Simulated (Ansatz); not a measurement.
Worked calculations on one periodic cell of amorphous Si$_{10}$Pb$_{12}$O$_{32}$: Si10Pb12O32, 54 atoms, volume 1085.3 Å³, made by a melt-quench on the CHGNet potential and relaxed with DFT. O atoms were pushed apart under 1.9 Å during the dynamics, to hinder bonds among them. It is a model cell: composition and starting density were chosen by hand, and all elements were melted together. Cycles of charging were run to anneal it. Computed with PBE, scalar-relativistic without spin-orbit coupling (plane waves to 420 eV, PAW; Ansatz, an electronic-structure program). Sampling: a 2×2×2 Γ-centred mesh; Fermi-Dirac width 0.02 eV; no spin polarisation. Its volume was relaxed, its shape was free, and it stands at a mean pressure of 0.0 GPa with stress components up to 0.0 GPa; the relaxation ran on the zone centre alone. Its density went from a set 6.10 to 5.02 g/cm³. The cell is small and was quenched far faster than a real film, so it is one sample of the glass.

Task: Count formal charges (Si +4, Pb +2, O -2). What does the count lead one to expect at the Fermi level, and what does the calculation give?

Result: 10 × (+4) + 12 × (+2) + 32 × (-2) = 0. The charges balance, so the anion-derived valence states can be full and a gap can open. On this mesh the highest filled and lowest empty level lie 3.03 eV apart, the PBE gap of this cell.

Four energies for an added electron at PBE on the zone centre alone (charged cells in a uniform background, spin-polarised): neutral at the neutral geometry -167423.019 eV; charged at the neutral geometry -167416.446 eV; charged and relaxed -167417.114 eV; neutral at the charged geometry -167422.218 eV.

Task: Find the two relaxation energies and their sum, the reorganisation energy.

Result: On charging: -167416.446 − (-167417.114) = 0.668 eV. On discharging: -167422.218 − (-167423.019) = 0.801 eV. The sum is 1.469 eV. The carrier's level spreads over 4 of the 54 atoms' worth, so it counts as localised, most on one Pb atom with neighbours O 2.23 Å, O 2.36 Å, O 2.52 Å (neutral geometry). The values are uncorrected: the image energy of a point charge in this cell, 2.84 × 14.40 / (2 × 10.3) = 2.0 eV before screening, is screened by electrons alone at the fixed geometry and by ions too after relaxing, and the carrier can be spread before it relaxes, so each term can be off by up to that value times 1/ε∞, some tenths of an eV. PBE's self-interaction favours spread-out carriers, so a hybrid can localise more.

Four energies for a hole at PBE on the zone centre alone (charged cells in a uniform background, spin-polarised): neutral at the neutral geometry -167423.019 eV; charged at the neutral geometry -167426.300 eV; charged and relaxed -167426.516 eV; neutral at the charged geometry -167422.487 eV.

Task: Find the two relaxation energies and their sum, the reorganisation energy.

Result: On charging: -167426.300 − (-167426.516) = 0.216 eV. On discharging: -167422.487 − (-167423.019) = 0.532 eV. The sum is 0.748 eV. The carrier's level spreads over 8 of the 54 atoms' worth, so it counts as partly localised, most on one O atom with neighbours Pb 2.18 Å, Pb 2.23 Å, Pb 2.36 Å (neutral geometry). The values are uncorrected: the image energy of a point charge in this cell, 2.84 × 14.40 / (2 × 10.3) = 2.0 eV before screening, is screened by electrons alone at the fixed geometry and by ions too after relaxing, and the carrier can be spread before it relaxes, so each term can be off by up to that value times 1/ε∞, some tenths of an eV. PBE's self-interaction favours spread-out carriers, so a hybrid can localise more.
